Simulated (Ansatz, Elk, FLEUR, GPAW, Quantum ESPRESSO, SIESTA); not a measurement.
## One structure in several programs: AlNi3 (Pm-3m, 4 atoms in the cell)

Self-consistent single point, at a second geometry (lattice scaled by 0.98). First geometry:

```
CELL_PARAMETERS angstrom
      3.52587     0.00000     0.00000
      0.00000     3.52587     0.00000
      0.00000     0.00000     3.52587
ATOMIC_POSITIONS crystal
  Al 0.00000 0.00000 0.00000
  Ni 0.00000 0.50000 0.50000
  Ni 0.50000 0.00000 0.50000
  Ni 0.50000 0.50000 0.00000
```
Moments meant for the start (each program seeds them in its own way; μB, in the order of the atoms Al Ni Ni Ni): 0.0 2.0 2.0 2.0.

Shared settings, as Ansatz (a first-principles code) writes them: kpoints.mp_grid.grid = 8 8 8; scf.occupations.method = fermi_dirac; scf.occupations.width = 0.1 eV. Potentials and cutoffs stand in the table.

```json
[
 {"code": "SIESTA", "model": "GGA PBE, numerical atomic orbitals TZP, PseudoDojo PBE standard norm-conserving potentials (rewritten from UPF to PSML)", "ΔF from the first geometry (meV/atom)": "49.5", "pressure (GPa)": "20.14", "size of the net moment (μB/atom)": "0.03", "cutoff": "grid 400 Ry"},
 {"code": "Quantum ESPRESSO", "model": "PBE, PSlibrary PAW (PBE) pseudopotentials", "ΔF from the first geometry (meV/atom)": "58.2", "pressure (GPa)": "21.31", "size of the net moment (μB/atom)": "0.00", "cutoff": "50 Ry"},
 {"code": "Ansatz", "model": "PBE, PAW files", "ΔF from the first geometry (meV/atom)": "55.3", "pressure (GPa)": "21.38", "size of the net moment (μB/atom)": "0.00", "cutoff": "420 eV"},
 {"code": "Elk", "model": "PBE, all-electron FP-LAPW, Elk's shipped species files, LAPW+lo basis", "ΔF from the first geometry (meV/atom)": "58.4", "pressure (GPa)": "–", "size of the net moment (μB/atom)": "0.00", "cutoff": "rgkmax 8"},
 {"code": "FLEUR", "model": "PBE, all-electron FLAPW (FLEUR), scalar-relativistic valence", "ΔF from the first geometry (meV/atom)": "59.3", "pressure (GPa)": "–", "size of the net moment (μB/atom)": "0.00", "cutoff": "Kmax 4.6 1/bohr"},
 {"code": "GPAW", "model": "PBE, GPAW PAW datasets PBE (gpaw-data 1.0.1)", "ΔF from the first geometry (meV/atom)": "63.7", "pressure (GPa)": "24.00", "size of the net moment (μB/atom)": "0.00", "cutoff": "850 eV"}
]
```

For Quantum ESPRESSO (by 1.0 GPa) the energy change implies a higher mean pressure, against the two pressures, than for the other programs: a sign of finite-basis (Pulay) stress.

A dash marks a value that a program does not give, or that is left out as unsure.

On Ansatz's run: the starting moments vanished: the run ended non-magnetic, which need not be the lowest state. The program warned that a starting moment was not kept.

The spread over the programs that give each value: ΔF from the first geometry within 14.2 meV/atom; pressure within 3.86 GPa; size of the net moment within 0.03 μB/atom.

SIESTA uses small atom-centred bases, whose incompleteness enters pressures, forces and empty levels differently from a plane-wave cutoff. Elk and FLEUR treat all electrons, but the usual bases taken here (sphere radii, linearisation, local orbitals, empty states) were not tested for convergence, so the values are no reference for the others. Ansatz's pressure is given at a fixed set of plane waves, as the other plane-wave codes print theirs; with its correction for the finite basis it is 21.48 GPa. In the pressure, SIESTA (by 1.25) and GPAW (by 2.61) lie more than 1 GPa from the median of the plane-wave programs.

The starting cell comes from a database of computed structures (which also holds hypothetical and non-ambient phases and stackings), without a prior relaxation at this level. Its lattice was rescaled by a random factor within 2.5 % of one. For this run, on top of that: lattice scaled by 0.98.

Left out of this page: ABINIT (with a known weakness of the program).

Keys are those of Ansatz 0.2.
